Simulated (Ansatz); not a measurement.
**A computed series for NbAs: pressure series**

Start from NbAs (space group I4_1md, No. 109).

```
NbAs
1.0
   -1.73679     1.73679     5.87436
    1.73679    -1.73679     5.87436
    1.73679     1.73679    -5.87436
Nb As
2 2
Direct
  0.99889   0.99889   0.00000
  0.74889   0.24889   0.50000
  0.41711   0.41711   0.00000
  0.16711   0.66711   0.50000
```

Cell and atoms are relaxed at each pressure.

Calculations: DFT with PBE, PAW potentials and a 420 eV plane-wave cutoff in Ansatz (a quantum-chemistry and plane-wave program), scalar-relativistic without spin-orbit coupling.

Notes on the quantities. enthalpy: H = E + PV relative to the base's energy.

```json
[
 {"change": "base", "lattice parameter a": "3.474 Å", "enthalpy": "–"},
 {"change": "pressure −2 GPa", "lattice parameter a": "3.486 Å", "enthalpy": "-0.22 eV/atom"},
 {"change": "pressure −1 GPa", "lattice parameter a": "3.480 Å", "enthalpy": "-0.11 eV/atom"},
 {"change": "pressure 0.9 GPa", "lattice parameter a": "3.468 Å", "enthalpy": "+0.10 eV/atom"},
 {"change": "pressure 2.1 GPa", "lattice parameter a": "3.462 Å", "enthalpy": "+0.23 eV/atom"},
 {"change": "pressure 4.5 GPa", "lattice parameter a": "3.449 Å", "enthalpy": "+0.49 eV/atom"},
 {"change": "pressure 9 GPa", "lattice parameter a": "3.427 Å", "enthalpy": "+0.97 eV/atom"},
 {"change": "pressure 15 GPa", "lattice parameter a": "3.402 Å", "enthalpy": "+1.59 eV/atom"},
 {"change": "pressure 22.5 GPa", "lattice parameter a": "3.374 Å", "enthalpy": "+2.35 eV/atom"},
 {"change": "pressure 30 GPa", "lattice parameter a": "3.349 Å", "enthalpy": "+3.08 eV/atom"}
]
```

Load acts through the strain it causes; cell and atoms are relaxed under it. Stability against distortions was not tested. No other phases were tried under pressure. All final runs are without spin polarisation.
